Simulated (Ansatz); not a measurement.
Electronic density of states of amorphous Hf₁₈O₃₇Cu₂, density 8.89 g/cm³, on a 2×2×2 Γ-centred mesh with a Gaussian width of 0.1 eV; energies count from the Fermi level, whose place inside the gap is arbitrary. Cell and mesh are small, so fine structure isn't converged. Calculation: PBE, scalar-relativistic without spin-orbit coupling (plane waves to 420 eV, PAW; Ansatz, an electronic-structure program). Sampling: a 2×2×2 Γ-centred mesh; Fermi-Dirac width 0.02 eV; no spin polarisation. At PBE the levels at the filled edge of the gap are localised (band-tail or defect states), and the nearest spread-out levels lie 3.8 eV apart at the zone centre.

Preparation: random packing, a CHGNet melt and quench, and a DFT relaxation. O atoms were pushed apart under 1.9 Å during the dynamics, to hinder bonds among them. The hot cell started wider than the set density and was brought back towards it in steps. It is the lowest in DFT energy of 2 quenches. It is a model cell: composition and starting density were chosen by hand, and all elements were melted together. No dispersion term was used. Its density started from a set value of 8.89 and ended at 8.89 g/cm³. The quench (nominally 450 K/ps over its main leg) was far faster than any real one, so the model tends to hold more defects than a real film. Values belong to this one cell and scatter from quench to quench. The volume was held where the preparation left it and the shape relaxed, at a PBE pressure of 0.8 GPa. Stress components on the final sampling reach 0.9 GPa. On a 2×2×2 Γ-centred mesh force components of up to 0.15 eV/Å stay, since the relaxation ran on the zone centre alone.

```csv
E - EF (eV),states/(eV atom)
-12.00,0.00
-11.90,0.00
-11.80,0.00
-11.70,0.00
-11.60,0.00
-11.50,0.00
-11.40,0.00
-11.30,0.00
-11.20,0.00
-11.10,0.00
-11.00,0.00
-10.90,0.00
-10.80,0.00
-10.70,0.00
-10.60,0.00
-10.50,0.00
-10.40,0.00
-10.30,0.00
-10.20,0.00
-10.10,0.00
-10.00,0.00
-9.90,0.00
-9.80,0.00
-9.70,0.00
-9.60,0.00
-9.50,0.00
-9.40,0.00
-9.30,0.00
-9.20,0.00
-9.10,0.00
-9.00,0.00
-8.90,0.00
-8.80,0.00
-8.70,0.00
-8.60,0.00
-8.50,0.00
-8.40,0.00
-8.30,0.00
-8.20,0.00
-8.10,0.00
-8.00,0.03
-7.90,0.14
-7.80,0.34
-7.70,0.51
-7.60,0.49
-7.50,0.48
-7.40,0.55
-7.30,0.59
-7.20,0.57
-7.10,0.61
-7.00,0.70
-6.90,0.80
-6.80,0.82
-6.70,0.88
-6.60,0.89
-6.50,0.91
-6.40,0.91
-6.30,0.84
-6.20,0.85
-6.10,0.86
-6.00,0.83
-5.90,0.79
-5.80,0.80
-5.70,0.77
-5.60,0.78
-5.50,0.77
-5.40,0.83
-5.30,0.88
-5.20,0.84
-5.10,0.84
-5.00,0.88
-4.90,0.91
-4.80,0.83
-4.70,0.83
-4.60,0.94
-4.50,0.91
-4.40,0.90
-4.30,0.90
-4.20,0.94
-4.10,0.99
-4.00,0.98
-3.90,0.95
-3.80,0.95
-3.70,0.98
-3.60,0.93
-3.50,0.82
-3.40,0.70
-3.30,0.64
-3.20,0.57
-3.10,0.51
-3.00,0.48
-2.90,0.38
-2.80,0.11
-2.70,0.01
-2.60,0.00
-2.50,0.00
-2.40,0.00
-2.30,0.00
-2.20,0.00
-2.10,0.00
-2.00,0.05
-1.90,0.30
-1.80,0.53
-1.70,0.66
-1.60,0.58
-1.50,0.47
-1.40,0.19
-1.30,0.03
-1.20,0.09
-1.10,0.20
-1.00,0.21
-0.90,0.15
-0.80,0.03
-0.70,0.00
-0.60,0.00
-0.50,0.00
-0.40,0.00
-0.30,0.00
-0.20,0.00
-0.10,0.00
0.00,0.00
0.10,0.00
0.20,0.00
0.30,0.00
0.40,0.00
0.50,0.00
0.60,0.00
0.70,0.00
0.80,0.01
0.90,0.04
1.00,0.10
1.10,0.18
1.20,0.21
1.30,0.18
1.40,0.22
1.50,0.24
1.60,0.30
1.70,0.38
1.80,0.43
1.90,0.52
2.00,0.55
2.10,0.56
2.20,0.60
2.30,0.72
2.40,0.77
2.50,0.75
2.60,0.79
2.70,0.80
2.80,0.74
2.90,0.72
3.00,0.74
3.10,0.77
3.20,0.75
3.30,0.71
3.40,0.67
3.50,0.69
3.60,0.68
3.70,0.63
3.80,0.64
3.90,0.60
4.00,0.61
4.10,0.62
```

The level gap on this mesh is 1.82 eV; the broadening fills part of it in the curve.
